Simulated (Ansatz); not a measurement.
## Response to strain in ZnSe

Consider ZnSe in the zinc blende structure (space group F-43m, No. 216; a = 5.733 Å).

Strains are applied to the cell and any free atomic positions relax.

Method: DFT with PBE, PAW potentials and a 420 eV plane-wave cutoff in Ansatz (a quantum-chemistry and plane-wave program), scalar-relativistic without spin-orbit coupling, earlier PAW set.

```json
[
 {"isotropic strain (%)": "-1.54", "pressure (GPa)": "2.9"},
 {"isotropic strain (%)": "-0.49", "pressure (GPa)": "?"},
 {"isotropic strain (%)": "0", "pressure (GPa)": "0.0"},
 {"isotropic strain (%)": "0.87", "pressure (GPa)": "-1.4"},
 {"isotropic strain (%)": "3.34", "pressure (GPa)": "-4.5"}
]
```

Question: Fit P = P₀ − Bδ + Cδ² with δ = (1 + ε)³ − 1 to the rows shown and predict the withheld row.

Answer: Least squares on the printed values gives P₀ = 0.0 GPa, B = 57.4 GPa, C = 134 GPa (largest residual 0.0 GPa); this predicts 0.9 GPa, and the run gives 0.9 GPa, in agreement.

Whether these cells are dynamically stable was not tested.
